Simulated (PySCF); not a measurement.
PySCF 2.14.0, CCSD (frozen core)/cc-pvdz: O[Si@@H](F)C[SiH2]F, 12 atoms. The geometry is a generated start, not checked to be a minimum at this level.

```
Item                                                   Value
-------------------------------  ---------------------------
task                                                    ccsd
basis                                                cc-pvdz
two-electron scheme              exact four-centre integrals
frozen core                                             true
mf.init_guess                                minao (default)
mf.DIIS                                      CDIIS (default)
mf.diis_space                                    8 (default)
mf.conv_tol                                  1e-09 (default)
basis functions (reference run)                          122
```

On 4 threads, 1 BLAS thread. Build: conda-forge: OpenMP (GNU), OpenBLAS with its own threads, libcint, Libxc. Each setting ran once; only counts and results are compared.

Values of mol.max_memory tried: 8000 MB, 4000 MB, 2000 MB, 1000 MB, 500 MB, 300 MB, 200 MB.

Problem. How low can the memory setting go, and what changes on the way?

Solution. It runs down to 200 MB, the lowest tried, with the same result. At 8000 MB: SCF integrals in memory, transformation in memory. From 1000 MB down: SCF integrals in memory, transformation through a file. From 300 MB down: direct SCF, transformation through a file.

```json
[
 {"mol.max_memory": "8000 MB", "path": "SCF integrals in memory, transformation in memory", "peak memory": "1.2 GiB"},
 {"mol.max_memory": "4000 MB", "path": "SCF integrals in memory, transformation in memory", "peak memory": "1.2 GiB"},
 {"mol.max_memory": "2000 MB", "path": "SCF integrals in memory, transformation in memory", "peak memory": "1.2 GiB"},
 {"mol.max_memory": "1000 MB", "path": "SCF integrals in memory, transformation through a file", "peak memory": "1.4 GiB"},
 {"mol.max_memory": "500 MB", "path": "SCF integrals in memory, transformation through a file", "peak memory": "1.4 GiB"},
 {"mol.max_memory": "300 MB", "path": "direct SCF, transformation through a file", "peak memory": "1.2 GiB"},
 {"mol.max_memory": "200 MB", "path": "direct SCF, transformation through a file", "peak memory": "1.2 GiB"}
]
```

Peak memory is the kernel's count for the largest process, libraries included and scratch files not. The peak passes the setting at 1000 MB, 500 MB, 300 MB, 200 MB: it is no hard cap.
